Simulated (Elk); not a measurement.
Troubleshooting Elk: a failed run on YNb3 (Fm-3m, 4 atoms in the cell). The aim is a self-consistent single point with DFT, PBE, all-electron FP-LAPW, Elk's shipped species files, APW+lo basis with extra local orbitals.

This input was run:

```
tasks
  0

xctype
  20

rgkmax
  8.0

gmaxvr
  16.0

nxlo
  2

lorbcnd
  .true.

lmaxi
  2

stype
  1

swidth
  0.00734986

maxscl
  100

avec
    0.0000000000    7.0438407460    7.0438407460
    7.0438407460    0.0000000000    7.0438407460
    7.0438407460    7.0438407460    0.0000000000

atoms
  2
  'Y.in'
  1
  0.0000000000  0.0000000000  0.0000000000    0.0 0.0 0.0
  'Nb.in'
  3
  0.5000000000  0.5000000000  0.5000000000    0.0 0.0 0.0
  0.2500000000  0.2500000000  0.2500000000    0.0 0.0 0.0
  0.7500000000  0.7500000000  0.7500000000    0.0 0.0 0.0

ngridk
  4 4 4

vkloff
  1.0 1.0 1.0
```

The program printed (abridged):

```
│ Elk code version 10.2.4 started │

Error(readinput): vkloff components should be in [0,1) :    1.000000000       1.000000000       1.000000000
```

### Question
Read the log: what does the program object to, and what is the fix?

### Answer
The fault is a mesh shift typed as a flag of 1. The shift is counted in steps of the mesh here, so half a step is 0.5; the flag 1 belongs to another code's convention. To fix it, type 0.5 for half a step, or no shift. The program stopped before any SCF iteration.

The sound input it was made from differs as follows (other fixes are possible):
```diff
-vkloff
-  1.0 1.0 1.0
-
```

With that input, the run converged in 19 iterations: total energy -404015.9691 eV; Fermi level (on the code's own zero) 7.24 eV (DFT, PBE, all-electron FP-LAPW, Elk's shipped species files, APW+lo basis with extra local orbitals).

On the sound input: the starting cell was generated: these elements placed on a structure prototype, without a prior relaxation; it need not be a known phase or ordering of this composition. Its lattice was rescaled by a random factor within 2.5 % of one. Spin polarisation is off. Values depend on the basis (sphere radii, cutoffs, local orbitals), which need not be converged.
